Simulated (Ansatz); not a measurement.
Given:

```
CELL_PARAMETERS angstrom
      0.00000     2.56445     2.64139
      2.56445     0.00000     2.64139
      2.56445     2.56445     0.00000
ATOMIC_POSITIONS crystal
  Be 0.00000 0.00000 0.00000
  Se 0.25000 0.25000 0.25000
```

No spin polarisation.

Calculations: plane-wave PAW DFT at the PBEsol level (Ansatz, a first-principles code, 420 eV), scalar-relativistic without spin-orbit coupling. Γ-centred 11×11×11 mesh, Fermi–Dirac width 0.05 eV.

Problem. Predict the stress (xx, yy, zz, yz, xz, xy; compression positive).

Solution. (-1.44, -1.44, -3.81, 0.00, 0.00, 0.00) GPa.

Problem. Estimate the valence-band top at Γ (three highest levels, from the VBM).

Solution. 0.00, 0.00, -0.17 eV.

The levels and masses belong to the bands next to the band gap. The cells carry an imposed strain or load. Stability against distortions was not tested. The cell was made from BeSe in the zinc blende structure (space group F-43m, No. 216) by this change: uniaxial strain ε_zz = +3.00 %.
